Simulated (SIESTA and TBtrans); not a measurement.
Run with SIESTA and TBtrans (periodic supercell aligned to the leads; PseudoDojo norm-conserving potentials, scalar-relativistic): PAO.BasisSize DZP, PAO.EnergyShift 0.15 eV, XC.Authors PBE, Mesh.Cutoff 200 Ry, ElectronicTemperature 300 K, no spin polarisation.

System: Ga chain with one bond stretched by 0.6 Å. Leads: straight Ga chain, spacing 2.422 Å. Geometry: as built, not relaxed.

Task: Predict: conductance at 300 K (G0 = 2e²/h); mean T from −0.5 to 0.5 eV.

Result: conductance at 300 K (G0 = 2e²/h): 2.20; mean T from −0.5 to 0.5 eV: 1.69. The straight chain is held at its spacing; free chains may zigzag or dimerise. No spin-polarised start was tried, so a magnetic state, if there is one, is missed.
